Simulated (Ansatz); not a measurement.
## Elastic constant C12 of antifluorite Be2C at several levels of theory

No measured value is used here.

| level (code) | value (GPa) | cell (Å³/atom) |
|---|---|---|
| LDA (Ansatz) | ? | 6.48 |
| PBE (Ansatz) | 17.0 | 6.76 |
| HSE06 (Ansatz) | 13.5 | 6.65 |

Some entries are withheld; supply them.


- LDA (Ansatz, a program for electronic structure), value (GPa): 21.6

Each level is taken at its own relaxed cell. K meshes differ between the levels. Ansatz's density-functional and Hartree–Fock values are scalar-relativistic unless marked +SOC, with PAW data made under PBE.
